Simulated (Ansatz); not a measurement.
The starting structures come from a database of crystals and need not be the phases stable at ambient conditions.

Input:

```xyz
7
Lattice="4.3652 0.0000 0.0000 0.0000 10.4730 0.0000 0.0000 5.2365 5.2365" Properties=species:S:1:pos:R:3 pbc="T T T"
K      2.1826     2.6182     2.6182
K      2.1826     7.8547     2.6182
Pt     0.0000     0.0000     0.0000
Br     0.0000     5.2365     2.7830
Br     0.0000    10.4730     2.4535
Br     0.0000     8.0195     0.0000
Br     0.0000     2.4535     0.0000
```

Space group of this cell: P4/mmm. The cell is taken as given; by PBEsol its mean pressure is -0.8 GPa.

Transport runs along the normal of the first two printed cell vectors, the (110) plane of the conventional cell.

The gap is the functional's own, uncorrected, and κ follows it; spin-orbit coupling is left out. Mid-gap values are interpolated between the computed energies.

Problem. Give the band gap and the smallest decay constant κ at mid-gap that PBEsol (Ansatz, a first-principles code) yields.

Solution. Gap 1.40 eV on a 8×6×6 mesh; κ = 0.272 1/Å, at the zone centre.
